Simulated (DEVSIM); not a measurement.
System: Co/SiO2/p-GaAs capacitor, at 300 K.

```tsv
layer (left to right)	material	thickness (nm)	Na (cm⁻³)
1	SiO2	30.0	-
2	GaAs	11000	3.2e15
```

Metal gate on the left, work function 5 eV. Fixed charge at the semiconductor interface -1.7e11 cm⁻² (in units of +e); no interface traps.

This is a model device: material constants are rounded textbook-type values typed into the input, and sizes, dopings and lifetimes were drawn at random. Values at 300 K.

```tsv
parameter	SiO2	GaAs
gap (eV)	9	1.424
affinity (eV)	0.9	4.07
permittivity	3.9	12.9
Nc (cm⁻³)	-	4.7e17
Nv (cm⁻³)	-	9e18
```

DEVSIM, 1D Poisson equation in equilibrium, Boltzmann statistics, complete ionisation; no quantum confinement or tunnelling. Metal contacts follow the ideal Schottky-Mott rule: no Fermi-level pinning, no interface dipoles.

The substrate doping was swept, all else fixed.

| substrate doping (cm^-3) | minimum of the low-frequency capacitance (μF/cm²) | threshold voltage (band bending 2φF) (V) | flat-band voltage (V) |
|---|---|---|---|
| 1.6e14 | 0.00419 | 1.02 | 0.03 |
| 3.2e14 | 0.00581 | 1.07 | 0.01 |
| 6.4e14 | 0.00776 | 1.13 | -0.01 |
| 1.6e15 | 0.0115 | 1.23 | -0.03 |
| 3.2e15 | 0.0154 | 1.35 | -0.05 |
| 6.4e15 | 0.0206 | 1.50 | -0.07 |

From the first row to the last the minimum of the low-frequency capacitance goes from 0.00419 to 0.0206. From the first row to the last the threshold voltage (band bending 2φF) goes from 1.02 to 1.50.
